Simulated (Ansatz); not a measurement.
# Step by step: formation energy of Nb_Cu in Cu (fcc, Fm-3m)

We look at the formation energy of Nb_Cu in Cu (fcc, Fm-3m). Reaction: 63 Cu (fcc) + Nb (bcc) → cell A.

A: a supercell of 64 sites of Cu (fcc, Fm-3m) with Nb on a Cu site (12 Cu at 2.62 Å); spin state with PBE: run without spin.

Method: Ansatz (a quantum-chemistry and plane-wave program), PAW, neutral cells at 0 K with nuclei at rest, on structures from PBE. Ansatz runs with its default PAW set. Other levels take these structures. The lattices are those relaxed with PBE, so at other levels the solids can be strained. Larger cells are relaxed from a start prepared with the learned potential CHGNet, on a coarser mesh till forces fall under 0.03 eV/Å, which some starts already meet. A dispersion term (D3(BJ), or D4 for r2SCAN) was computed beside these levels and is taken off wherever the name lacks it. The PAW files were made for PBE and serve at the other functionals too. Space groups of crystals are read within 0.01 Å. Mesh and cell size may move defect energies by 0.1 eV or more. Cell A has symmetry Fm-3m within 0.02 Å and got no random move, so less symmetric positions, which may lie lower, weren't tried.

Total energies of the cells in eV, at zero smearing width. They compare only within one column; the weights balance every element.

```
cell         atoms  weight         r2SCAN
-----------  -----  ------  -------------
A: Cu:Nb_Cu     64      +1  -422329.80949
Cu (fcc)        64  −63/64  -424398.58055
Nb (bcc)         1      −1    -4563.62950
```

r2SCAN: (-422329.80949) − 63/64 × (-424398.58055) − (-4563.62950) = 1.173 eV.

What follows from the r2SCAN value: With the reservoirs of the reaction as written, and without entropy terms or charged states, the share of sites that hold the defect in equilibrium is exp(−1.17 eV/k_BT) = 1.3×10^-6 at 1000 K.
